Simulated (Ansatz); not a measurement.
We consider MgO (P6₃/mmc, No. 194, 4 atoms in the cell; start mp-1065577; a measured phase of this formula has another space group), described by r²SCAN0 (plane waves, PAW; Ansatz, a first-principles code).

Settings: plane-wave cutoff 520 eV, 9×9×6 k mesh (along the axes of the cell as run), Fermi–Dirac smearing 0.01 eV, scalar-relativistic PAW data made under PBE.

Cell (relaxed with PBEsol):

```
CELL_PARAMETERS angstrom
      3.49418     0.00000     0.00000
     -1.74709     3.02605     0.00000
      0.00000     0.00000     4.19457
ATOMIC_POSITIONS crystal
  Mg 0.66667 0.33333 0.75000
  Mg 0.33333 0.66667 0.25000
  O  0.66667 0.33333 0.25000
  O  0.33333 0.66667 0.75000
```

What does this level give for the band gap?


- band gap = 6.13 eV (on the SCF k mesh)

Note: cell and atoms aren't relaxed at this level (pressure -3.7 GPa).

The computed numbers hold no vibrational or temperature effects.

Cost on a shared machine: roughly 2.3 core-minutes.

A start named mp-… is a Materials Project structure, which need not be a measured phase.
